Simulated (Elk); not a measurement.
Elk run on Ga3Hg (I4/mmm, 4 atoms in the cell): self-consistent single point.

Method of the run: PBEsol, all-electron FP-LAPW, Elk's shipped species files, default APW+lo basis in Elk.

```xyz
4
Lattice="-2.1214 2.1214 4.6441 2.1214 -2.1214 4.6441 2.1214 2.1214 -4.6441" Properties=species:S:1:pos:R:3 pbc="T T T"
Ga     0.0000     2.1214     2.3220
Ga     2.1214     0.0000     2.3220
Ga     0.0000     0.0000     4.6441
Hg     0.0000     0.0000     0.0000
```

Reference input (self-consistent single point, DFT, PBEsol, all-electron FP-LAPW, Elk's shipped species files, default APW+lo basis): xctype = 22; swidth = 0.00499791 Ha; ngridk = 7 7 7; maxscl = 100. This run's input differs from it in these lines:

```diff
@@ -32,3 +32,3 @@
 ngridk
-  7 7 7
+  6 6 6
```

The program printed (abridged):

```
│ Self-consistent loop started │
│ Loop number : 1 │
 total energy                :     -25477.0496421
│ Loop number : 2 │
 total energy                :     -25477.6058413
RMS change in Kohn-Sham potential (target) :   0.1865048799     (  0.1000000000E-05)
Absolute change in total energy (target)   :   0.5561992112     (  0.1000000000E-03)
│ Loop number : 3 │
 total energy                :     -25478.2408864
RMS change in Kohn-Sham potential (target) :   0.1776913630     (  0.1000000000E-05)
Absolute change in total energy (target)   :   0.7740949021     (  0.1000000000E-03)
│ Loop number : 4 │
   [... lines left out ...]
Absolute change in total energy (target)   :   0.3161356617E-03 (  0.1000000000E-03)
│ Loop number : 14 │
 total energy                :     -25484.5981324
RMS change in Kohn-Sham potential (target) :   0.1501114227E-06 (  0.1000000000E-05)
Absolute change in total energy (target)   :   0.1046052457E-03 (  0.1000000000E-03)
│ Loop number : 15 │
 total energy                :     -25484.5981468
RMS change in Kohn-Sham potential (target) :   0.9975168657E-07 (  0.1000000000E-05)
Absolute change in total energy (target)   :   0.1181083280E-04 (  0.1000000000E-03)
Convergence targets achieved

│ Loop number : 16 │

Energies :
 Fermi                       :     0.199010728811
 total energy                :     -25484.5981583

Density of states at Fermi energy :    47.55987436
 (states/Hartree/unit cell)

Estimated indirect band gap :   0.1898349903E-02
 from k-point     25 to k-point     18
Estimated direct band gap   :   0.8510114859E-02
 at k-point     18

Charges :
 core                        :    116.0000000
 valence                     :    57.00000000
 interstitial                :    5.558981483
 muffin-tins (core leakage)
  species :    1 (Ga)
   atom    1                 :    29.48658626     (  0.7523320636E-03)
   atom    2                 :    29.48658626     (  0.7523320636E-03)
   atom    3                 :    29.49275414     (  0.7525967575E-03)
  species :    2 (Hg)
   atom    1                 :    78.97509186     (  0.7123333996E-04)
 total in muffin-tins        :    167.4410185
 total calculated charge     :    172.9797450
 total charge                :    173.0000000
 error                       :   0.2025499941E-01

│ Self-consistent loop stopped │
```

The run converged in 16 iterations. The count includes the last loop, which Elk runs after its targets are met. Against the reference run the free energy goes up by 3.8 meV/atom.

The starting cell comes from a database of computed structures (which also holds hypothetical and non-ambient phases and stackings), without a prior relaxation at this level. Spin-orbit coupling is off. Values depend on the basis (sphere radii, cutoffs, local orbitals), which need not be converged. The log's line on a gap gives a spacing of levels on this mesh, which the program prints for metals too.
